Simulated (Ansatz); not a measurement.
System: InGa3N4 (P3m1, No. 156, 8 atoms in the cell; start mp-1223879). Method: LDA (Ansatz, a first-principles code, PAW).

Run with plane-wave cutoff 520 eV, 12×12×4 k mesh (along the axes of the cell as run), Fermi–Dirac smearing 0.01 eV, scalar-relativistic PAW data made under PBE.

Cell (relaxed at this level):

Space group P3m1 (No. 156); a = 3.231 Å, b = 3.231 Å, c = 10.622 Å, α = 90.00°, β = 90.00°, γ = 120.00°

```tsv
atom	site	symmetry	x	y	z
In	1a	3m.	0.0000	0.0000	0.9976
Ga	1c	3m.	0.6667	0.3333	0.2594
Ga	1c	3m.	0.6667	0.3333	0.7379
Ga	1a	3m.	0.0000	0.0000	0.4985
N	1c	3m.	0.6667	0.3333	0.0802
N	1c	3m.	0.6667	0.3333	0.5562
N	1a	3m.	0.0000	0.0000	0.3169
N	1a	3m.	0.0000	0.0000	0.7953
```

Question: Give the computed band gap and bulk modulus B0.

Answer: 
* **band gap**: 0.85 eV (on the SCF k mesh)
* **bulk modulus B0**: 182 GPa

Note: the relaxation could not lower the start's symmetry, so the cell can be a saddle point above a distorted one; the bulk modulus is −V dP/dV from two relaxed cells at ±2 % in volume.

Spin–orbit coupling is not included.

Static lattice: no zero-point or thermal effects.

It cost about 110 core-seconds (a rough figure) of CPU time.

A start named mp-… is a Materials Project structure, which need not be a measured phase.
